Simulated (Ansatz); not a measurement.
Start from GaN in the rock salt structure (space group Fm-3m, No. 225; a = 4.2195 Å).

Perturbation: hydrostatic tension (pressure −2 GPa).

Levels (all Ansatz, a program for electronic structure, PAW): PBEsol (420 eV, no spin-orbit coupling); PBEsol+SOC (420 eV, spin-orbit coupling included).

The geometry is relaxed with PBEsol.

| Quantity | Value |
|---|---|
| PBEsol width of the top valence band | 4.68 eV |
| PBEsol gap character | indirect, K–Γ (52 % along) → X |
| PBEsol smallest direct gap | 2.69 eV |
| PBEsol pressure | -2.00 GPa |

Problem. What does PBEsol+SOC give at this geometry for the width of the top valence band, gap character, smallest direct gap and pressure?

Solution. The width of the top valence band is still 4.68 eV; the gap character is still indirect, K–Γ (52 % along) → X; the smallest direct gap drops by 0.017 eV to 2.68 eV; the pressure hardly moves (-2.00 GPa against -2.02 GPa).

Single points use the geometry relaxed with PBEsol. The spin-orbit shifts are approximate. Load acts through the strain it causes; cell and atoms are relaxed under it. Stability against distortions was not tested. This is not the structure that GaN has at room temperature and ambient pressure.
